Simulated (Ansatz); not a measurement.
Al_Hf+V_O in monoclinic HfO2 (the name describes the start): one set of geometries, relaxed with PBE, evaluated in Ansatz (PAW, plane waves to 420 eV, 500 eV under r2SCAN) with PBE, r2SCAN.

Details: 96-site cell; 2×2×2 shifted k-points; start: the Hf site; O(1) 2.05 Å away; charged states image-corrected; no spin–orbit coupling; energies good to tenths of an eV; relaxed from one start, so a lower configuration may exist; flagged in the runs: a host whose relaxation on this sampling wasn't shown to rest, a strain field that reaches the edge of the cell.

```csv
quantity,PBE,r2SCAN
host gap (eV),4.04,?
ε(+1/0) above the VBM (eV),3.18,?
"neutral formation energy against fcc Al, hcp Hf, O2 molecule in a box (eV)",7.83,?
largest moment on one atom at charge 0 (μB),0.07,?
```

### Question
Given the lower rungs, what does r2SCAN give?

### Answer

- host gap (eV), r2SCAN: 4.54
- ε(+1/0) above the VBM (eV), r2SCAN: 3.44
- neutral formation energy against fcc Al, hcp Hf, O2 molecule in a box (eV), r2SCAN: 8.62
- largest moment on one atom at charge 0 (μB), r2SCAN: 0.07

Ansatz is a first-principles code.
